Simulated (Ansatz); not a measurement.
## Ir: energy against strain

Ir (fcc, Fm-3m, 14.211 Å³/atom at rest, cube axes along x, y and z) under a strain ε along a cube axis (axis z), the other axes held. r2SCAN in Ansatz, a plane-wave DFT program (PAW, default set), 500 eV, 29×29×29 Γ-centred mesh, Fermi-Dirac smearing 0.10 eV; ions are relaxed within the symmetry of each cell.

Here s stands for strain and y for E less E0.

```
strain (%)  E less E0 (meV/atom)
----------  --------------------
-1.50                       6.15
-1.00                       2.62
-0.50                       0.58
0.00                        0.00
0.50                        0.82
1.00                        3.01
1.50                        6.51
3.00                           ?
```

Fit y of the 7 rows that show it with a parabola. Least squares gives y = -0.001 + 0.1500·s + 2.8143·s². Residuals (row less fit): 0.044, -0.043, -0.048, 0.001, 0.042, 0.047, -0.046; standard error 0.055 (degrees of freedom: 4). Twice the quadratic coefficient over the volume, 2 × 2.8143 meV × 10⁴ × 0.1602 / 14.211 Å³, is the elastic constant C11 = 635 ± 5 GPa.

Question: Estimate the missing y (s = 3.00); what did the run itself give?

Answer: y = -0.001 + 0.1500 × 3.0 + 2.8143 × 3.0² = 25.778 meV/atom. The calculation gives 24.46 meV/atom, 1.318 meV/atom below the prediction (5.4 % of the range of y in the table). The row lies outside the fitted rows, so this is an extrapolation. From the scatter of the fitted rows alone, a prediction at this place has a standard error of 0.211 meV/atom, so the miss is 6.2 times that.

One order more, fitted to all 13 runs of the series, follows each within 0.01, so the miss is the next term of a smooth law. In a metal these values are sensitive to mesh and smearing; energies are taken to zero smearing, stresses follow the free energy. Rows are the converged runs of the series near zero and its far end; series whose fitted rows scatter by over a few per cent of the range, as at a crossing or softening among them, aren't shown in this form. Most that stay on the fit to the last digits aren't either.
